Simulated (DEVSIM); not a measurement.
Device: TaN/SiO2/p-Si capacitor, at 300 K.

```
layer (left to right)  material  thickness (nm)  Na (cm⁻³)
---------------------  --------  --------------  ---------
1                          SiO2            3.00          -
2                            Si             730     6.2e17
```

Metal gate on the left, work function 4.4 eV. Fixed charge at the semiconductor interface -2.4e10 cm⁻² (in units of +e); interface traps 9.5e11 cm⁻² eV⁻¹, uniform in energy, neutral level at 0.5 of the gap above the valence band.

Constants are typed, rounded textbook-type inputs, not results; the design itself was drawn at random and stands for no fabricated device. Values at 300 K; Nc and Nv go as T^1.5, mobilities as T to minus their exponent, the gap by Varshni's rule with the affinity fixed.

| parameter | SiO2 | Si |
|---|---|---|
| gap (eV) | 9 | 1.124 |
| affinity (eV) | 0.9 | 4.05 |
| permittivity | 3.9 | 11.7 |
| Nc (cm⁻³) | - | 2.86e19 |
| Nv (cm⁻³) | - | 3.1e19 |
| Varshni α (eV/K) | - | 0.000473 |
| Varshni β (K) | - | 636 |

Model (solved in DEVSIM): 1D Poisson equation in equilibrium, Boltzmann statistics, complete ionisation; no quantum confinement or tunnelling. Metal contacts follow the ideal Schottky-Mott rule: no Fermi-level pinning, no interface dipoles.

Base results: minimum of the low-frequency capacitance (μF/cm²) 0.305; capacitance of the dielectric stack (μF/cm²) 1.15; flat-band voltage (V) -0.73; threshold voltage (band bending 2φF) (V) 0.69.

Q: What follows from this one change: substrate doping 6.2e+17 → 3.1e+17 cm^-3?

A: minimum of the low-frequency capacitance 0.305 → 0.263 μF/cm²; capacitance of the dielectric stack little changed (1.15 μF/cm²); flat-band voltage -0.73 → -0.71 V; threshold voltage (band bending 2φF) 0.69 → 0.56 V.

Q: What follows from this one change: temperature 300 → 500 K?

A: minimum of the low-frequency capacitance 0.305 → 0.345 μF/cm²; capacitance of the dielectric stack little changed (1.15 μF/cm²); flat-band voltage -0.73 → -0.55 V; threshold voltage (band bending 2φF) 0.69 → 0.52 V.

Q: What follows from this one change: fixed charge -2.4e+10 → 3.576e+12 cm^-2?

A: minimum of the low-frequency capacitance little changed (0.305 μF/cm²); capacitance of the dielectric stack little changed (1.15 μF/cm²); flat-band voltage -0.73 → -1.23 V; threshold voltage (band bending 2φF) 0.69 → 0.19 V.

Q: What follows from this one change: SiO2 thickness 0.003 → 0.0026 μm?

A: minimum of the low-frequency capacitance 0.305 → 0.314 μF/cm²; capacitance of the dielectric stack 1.15 → 1.33 μF/cm²; flat-band voltage little changed (-0.72 V); threshold voltage (band bending 2φF) 0.69 → 0.63 V.

Q: What follows from this one change: gate work function 4.4 → 4.7 eV?

A: minimum of the low-frequency capacitance little changed (0.305 μF/cm²); capacitance of the dielectric stack little changed (1.15 μF/cm²); flat-band voltage -0.73 → -0.43 V; threshold voltage (band bending 2φF) 0.69 → 0.99 V.
